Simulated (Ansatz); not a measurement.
Take CoSn (space group P6/mmm, No. 191; a = 5.218 Å, c = 4.173 Å; non-magnetic) as the base.

The values are results of DFT with PBEsol, PAW potentials and a 420 eV plane-wave cutoff in Ansatz (a first-principles code), without spin-orbit coupling, not measurements.

Base values:

| Quantity | Value |
|---|---|
| Largest site moment | 0.00 μB |
| Magnetic state | non-magnetic |

The change: Ir takes the place of Sn on all its sites, then cell and atoms are relaxed.

Tabulated Pauling electronegativity and covalent radius: Sn 1.96, 1.39 Å; Ir 2.20, 1.41 Å.

Estimate the effect on the largest site moment.

The largest site moment goes from zero to 1.16 μB.

What happens to the magnetic state?

The magnetic state goes from non-magnetic to ferromagnetic.

The magnetic state is the one reached from the starting moments; the real material's order can differ, and small cells can't hold many antiferromagnetic ones. Whether these cells are dynamically stable was not tested. As relaxed here, CoIr is a hypothetical phase, not in the database extracts checked. Starting moments died away, wholly or in part, for the base; another magnetic solution may exist. Spin-polarised in the final run: CoIr; the other runs are not.
